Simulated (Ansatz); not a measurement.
The reference is GaN in the rock salt structure (space group Fm-3m, No. 225; a = 4.219 Å; a model cell). Axes: x, y, z lie along the cube axes.

All numbers come from Kohn–Sham DFT with the PBEsol functional, run in Ansatz (an electronic-structure program) with PAW and 420 eV plane waves, without spin-orbit coupling.

Before the change:

| Property | Value |
|---|---|
| Band gap | 0.54 eV |

Perturbation: uniaxial stress, 8 GPa compression along x, with the cell and atoms free to relax against it.

Question: Predict the new secant Young's modulus along x.

Answer: The secant Young's modulus along x is 290 GPa.

Question: What does the calculation give for the band gap after the change?

Answer: The band gap shrinks by 0.18 eV, from 0.54 eV to 0.36 eV.

Load acts through the strain it causes; cell and atoms are relaxed under it. Beyond what the load breaks, stability against distortions was not tested. The base started in Pnma and relaxed to Fm-3m at this level. This is not the structure that GaN has at room temperature and ambient pressure.
